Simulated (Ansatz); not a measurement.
Consider GaN in the wurtzite structure (space group P6_3mc, No. 186; a = 3.152 Å, c = 5.138 Å). Axes: x lies along a and z along c of the hexagonal cell.

Level of theory: Ansatz (a quantum-chemistry and plane-wave program), LDA, PAW, cutoff 420 eV, no spin-orbit coupling.

Before the change:

Gap character: direct at Γ
Band gap: 2.13 eV

Now apply this change: tensor shear ε_xz = +0.33 % (engineering shear γ = 0.0066); the atoms relax in the strained cell.

Task: Estimate the effect on the gap character.

Result: The gap character remains direct at Γ.

Task: What happens to the stress?

Result: The stress (xx, yy, zz, yz, xz, xy; compression positive) comes out as (0.00, 0.00, 0.01, 0.00, -0.64, 0.00) GPa.

Task: How does this affect the band gap?

Result: The band gap is nearly the same (2.13 eV against 2.12 eV).

Semilocal Kohn–Sham gaps tend to fall short of experiment. Stability against distortions was not tested. k-point labels follow each cell's own Brillouin zone.
